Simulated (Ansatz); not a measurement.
The parent structure is Nb in the bcc (W type) structure (space group Im-3m, No. 229; relaxed with 0.1 eV smearing).

```cif
data_Nb
_chemical_formula_sum 'Nb1'
_space_group_name_H-M_alt 'P 1'
_space_group_IT_number 1
_cell_length_a 2.86782
_cell_length_b 2.86782
_cell_length_c 2.86782
_cell_angle_alpha 109.471
_cell_angle_beta 109.471
_cell_angle_gamma 109.471
loop_
_space_group_symop_operation_xyz
  'x, y, z'
loop_
_atom_site_label
_atom_site_type_symbol
_atom_site_fract_x
_atom_site_fract_y
_atom_site_fract_z
_atom_site_occupancy
Nb1 Nb 0.00000 0.00000 0.00000 1
```

Method: PBE (Ansatz, a first-principles code; PAW; 420 eV plane waves; scalar-relativistic without spin-orbit coupling).

Base values:

* **Pressure**: 0.0 GPa

Modification: the cell is scaled by 1.0050 in all directions; the atoms relax in the strained cell.

**Question.** Predict the new pressure.

**Answer.** The pressure goes from zero to -2.5 GPa.

**Question.** Estimate the effect on the energy relative to the base.

**Answer.** The energy increases by 2.1 meV/atom.

Stability against distortions was not tested. All final runs are without spin polarisation.
